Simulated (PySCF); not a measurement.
PySCF 2.14.0, HF/def2-tzvp, df: Ge(F)3(Br) ([F][Ge]([F])([F])[Br]), 5 atoms. The geometry is a generated start, not checked to be a minimum at this level.

```json
{
  "task": "energy",
  "method": "hf",
  "basis": "def2-tzvp",
  "two_electron_scheme": "density fitting",
  "mol.max_memory": "3000 MB",
  "mf.max_cycle": "100",
  "mf.init_guess": "minao (default)",
  "mf.DIIS": "CDIIS (default)",
  "mf.diis_space": "8 (default)",
  "mf.conv_tol": "1e-09 (default)",
  "basis_functions": "189"
}
```

```xyz
5

F     -0.8039    -0.7287    -1.3317
Ge    -0.0329     0.0038     0.0019
F     -0.7760    -0.6938     1.3653
F     -0.5707     1.6219    -0.0118
Br     2.1834    -0.2032    -0.0237
```

One run each on 2 threads, 1 BLAS thread. Values of level_shift (Hartree) tried: 0 (default), 0.1, 0.3, 1.

Q: Which value of level_shift (Hartree) needs the fewest Fock builds, and what happens away from it?

A: Fewest Fock builds, within one of each other: 0 (default) with 12, 0.1 with 13. The count rises to 21 at 1. All converge to one solution.

```tsv
level_shift (Hartree)	Fock builds	end
0 (default)	12	same solution
0.1	13	same solution
0.3	14	same solution
1	21	same solution
```
